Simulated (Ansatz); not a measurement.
Worked example: self-consistent single point of PdPt (R3m, 2 atoms in the cell) in Ansatz (a quantum-chemistry and plane-wave program)

Level of theory: PBEsol, default PAW files made with PBE (plane waves; Ansatz).

The input file:

Ansatz 0.2 input:
```yaml
crystal:
  lattice:
    - [1.37648300, 0.79471200, 4.53756500]
    - [-1.37648300, 0.79471200, 4.53756500]
    - [0.00000000, -1.58942600, 4.53756500]
  atoms:
    - { symbol: Pd, position: [0.00367300, 0.00367300, 0.00367300] }
    - { symbol: Pt, position: [0.50000000, 0.50000000, 0.50000000] }
basis:
  ecutwfc: 420.0
kpoints:
  mp_grid: { grid: [14, 14, 14] }
hamiltonian:
  xc: pbesol
  pseudopotentials: { kind: paw }
scf:
  occupations: { method: fermi_dirac, width: 0.1 }
output:
  forces: true
  eigenvalues: true
  stress: true
```

The program printed (abridged):

```
WARN ansatz: RAYON_NUM_THREADS=1 ignored (pool sized by the plan → 1); use --threads N
basis.fft_grid_basis auto: the FFT boxes are laid along the combinations [[1, 0, -1], [0, 1, -1], [0, 0, 1]] of the cell's own vectors, 2.753, 2.753 and 4.808 …
Pseudopotentials: kind: paw
Pseudopotential: Pd, paw, valence charge 18
Pseudopotential: Pt, paw, valence charge 18
Crystal: 2 atoms, lattice volume = 29.782 Å³
Basis set: ecut = 420 eV, 573 PW (Γ), FFT grids on a1−a3, a2−a3, a3, exchange–correlation on 40×40×72 points (8 copies of the dense FFT grid, shifted against one another)
Bands: 22, of which v1, the nominal top of the filled ones, is band 18 counted from 1 (17 counted from 0)
Symmetry: 6 space group operations
Space group: R3m (ITA 160), of the structure as read, at distance tolerance 3.1e-5 Å
k-points: 288 of 2744 (time reversal used)
PAW frozen core: Pd, regenerated for the run's functional, and the local potential with it
PAW frozen core: Pt, regenerated for the run's functional, and the local potential with it
Initial density: superposition of atomic densities (neutral atoms: chi_scale 0, normalization atom), corrected by the library's trained network
Initial wavefunctions: pseudopotential atomic-orbital guess
Eigensolver: davidson
Functional: x = pbesol(κ = 0.804, μ = 0.12345679012345678), c = pbesol(β = 0.046)
SCF iter   1: F=—  HF=-19290.603040 eV  |F-HF|=—  |Δ(HF+E_count)|=         —  Δρ=1.29e-2  dr2=5.36e-2  ethr=1.77e-3  ⟨swp⟩=5.1  Hψ=25882  notcnv=0
all-band conjugate gradients solve this SCF's bands
preconditioner: auto → Kerker (q_TF=auto, 2.816 Å⁻¹)
SCF iter   2: F=—  HF=-19290.596174 eV  |F-HF|=—  |Δ(HF+E_count)|=   6.87e-3  Δρ=5.01e-3  dr2=8.32e-3  ethr=1.49e-4  ⟨swp⟩=1.0  Hψ=8640  notcnv=0
SCF iter   3: F=—  HF=-19290.594682 eV  |F-HF|=—  |Δ(HF+E_count)|=   1.49e-3  Δρ=9.29e-4  dr2=2.57e-4  ethr=2.31e-5  ⟨swp⟩=2.3  Hψ=8679  notcnv=0
SCF iter   4: F=—  HF=-19290.594651 eV  |F-HF|=—  |Δ(HF+E_count)|=   3.04e-5  Δρ=1.87e-4  dr2=9.17e-6  ethr=7.14e-7  ⟨swp⟩=1.9  Hψ=8387  notcnv=0
SCF iter   5: F=—  HF=-19290.594649 eV  |F-HF|=—  |Δ(HF+E_count)|=   1.91e-6  Δρ=3.88e-5  dr2=6.82e-7  ethr=2.55e-8  ⟨swp⟩=1.0  Hψ=6491  notcnv=0
SCF iter   6: F=-19290.594649 eV  HF=-19290.594649 eV  |F-HF|=1.95e-8  |Δ(HF+E_count)|=   5.46e-8  Δρ=9.01e-6  dr2=3.28e-8  ethr=2.78e-10  ⟨swp⟩=4.7  Hψ=23492  notcnv=0
SCF 1 converged in 6 iterations: F = -19290.594649 eV  dr2 = 3.28e-8
SCF converged after 6 iterations
Free energy (F): -19290.594649 eV
Harris-Foulkes:  -19290.594649 eV  (|F-HF|=1.95e-8)
Internal energy: -19290.481912 eV  (E = F + TS)
E sigma→0 (E₀):  -19290.538281 eV
Entropy (-TS):   -0.112737 eV (-56.369 meV/atom)
Fermi energy:    21.493309 eV
--- Per-component energies (eV) ---
  E_band       = -269.511574
  E_kinetic    = 1150.942536
  E_local      = -3211.710460  (includes V_loc(G=0)·N_el)
  E_nonlocal   = 422.135151
  E_hartree    = 1251.646660
  E_xc         = -428.111419
  E_vxc        = -513.707183  (∫ρ·V_xc dr)
  E_paw        = -13001.050665  (= ΣΔE_a)
  E_vpaw       = -620.465434  (= ΣTr[D̂ρ^β])
  E_aug_tail   = 0.000401  (compensation charges beyond the density's cutoff)
  E_ewald      = -5474.923621
  E_core_change = 0.589505  (= ΣΔE_core)
  E_smearing   = -0.112737  (= −TS)
  E_closure    = -0.000000  (closes the sum)
  Σ components = -19290.594649   (vs F -19290.594649, Δ=0.00e0)
--- Forces (eV/Å), atoms counted from 1 ---
  atom   1  Pd     0.00000000     0.00000004    -0.57741498
  atom   2  Pt     0.00000000    -0.00000004     0.57741035
  max |Σ_I F_I| component: 4.63e-6 eV/Å
--- Stress (GPa, compression-positive) ---
       -1.369579       0.000000      -0.000000
        0.000000      -1.369579       0.000000
        0.000000       0.000000      -2.148986
  P = ⅓ Tr σ = -1.6294 GPa (-16.294 kbar)
  The stress holds the Pulay correction. Without it, at fixed plane waves, as pw.x and ABINIT print it: P = -1.6844 GPa
--- Band table (eV; the first three rows and the last of 288) ---
  k-point 0: bands = ["-76.9341", "-62.7031", "-31.0664", "-30.9457", "-30.9457", "-28.4929", "-28.2557", "-28.2557", "12.3953", "15.2721", "17.8823", "17.8823", "18.1481", "18.3908", "18.3908", "20.0680", "20.0680", "21.4958", "21.4958", "21.5897", [...]
  k-point 1: bands = ["-76.9329", "-62.7013", "-31.0631", "-30.9654", "-30.9505", "-28.4919", "-28.2716", "-28.2596", "12.5853", "15.4116", "17.7722", "18.0062", "18.2034", "18.3078", "18.4726", "19.9719", "20.0883", "20.3295", "21.4398", "22.9067", [...]
  k-point 2: bands = ["-76.9294", "-62.6962", "-31.0539", "-31.0203", "-30.9640", "-28.4890", "-28.3160", "-28.2705", "13.1304", "15.7956", "17.4957", "17.9918", "18.3462", "18.4506", "18.7086", "19.3251", "19.7346", "20.1689", "21.2855", "24.3014", [...]
  k-point 287: bands = ["-76.9341", "-62.7032", "-31.0500", "-30.9454", "-30.9454", "-28.5142", "-28.2562", "-28.2562", "13.4560", "15.6214", "17.6880", "18.1477", "18.1632", "18.1632", "18.7724", "18.7724", "20.1484", "20.1484", "20.3990", [...]
```

The run converged in 6 iterations.

The starting cell comes from a database of computed structures (which also holds hypothetical and non-ambient phases and stackings), without a prior relaxation at this level. Its lattice was rescaled by up to half a per cent. One atom was moved a little off its site on purpose. Spin-orbit coupling is off. Spin polarisation is off. Ansatz's pressure includes its estimate of the finite-basis (Pulay) stress.
